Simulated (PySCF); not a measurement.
PySCF 2.14.0, CCSD (frozen core)/cc-pvdz: Al(CF3)(Me)(OH) ([CH3][Al]([OH])[C](F)(F)F), 11 atoms. The geometry is a generated start, not checked to be a minimum at this level.

```json
{
  "task": "ccsd",
  "basis": "cc-pvdz",
  "two_electron_scheme": "exact four-centre integrals",
  "frozen_core": "true",
  "mf.init_guess": "minao (default)",
  "mf.DIIS": "CDIIS (default)",
  "mf.diis_space": "8 (default)",
  "mf.conv_tol": "1e-09 (default)",
  "basis functions (reference run)": "122"
}
```

On 4 threads, 1 BLAS thread. Build: conda-forge: OpenMP (GNU), OpenBLAS with its own threads, libcint, Libxc. Single runs; times are not shown.

Values of mol.max_memory tried: 8000 MB, 4000 MB, 2000 MB, 1000 MB, 500 MB, 300 MB, 200 MB.

**Question.** Which of these memory settings still run, and by which path?

**Answer.** It runs down to 200 MB, the lowest tried, with the same result. At 8000 MB: SCF integrals in memory, transformation in memory. From 1000 MB down: SCF integrals in memory, transformation through a file. From 300 MB down: direct SCF, transformation through a file.

| mol.max_memory | path | peak memory |
|---|---|---|
| 8000 MB | SCF integrals in memory, transformation in memory | 1.4 GiB |
| 4000 MB | SCF integrals in memory, transformation in memory | 1.4 GiB |
| 2000 MB | SCF integrals in memory, transformation in memory | 1.4 GiB |
| 1000 MB | SCF integrals in memory, transformation through a file | 1.4 GiB |
| 500 MB | SCF integrals in memory, transformation through a file | 1.4 GiB |
| 300 MB | direct SCF, transformation through a file | 1.2 GiB |
| 200 MB | direct SCF, transformation through a file | 1.2 GiB |

Peak memory is the kernel's count for the largest process, libraries included and scratch files not. The peak passes the setting at 1000 MB, 500 MB, 300 MB, 200 MB: it is no hard cap.
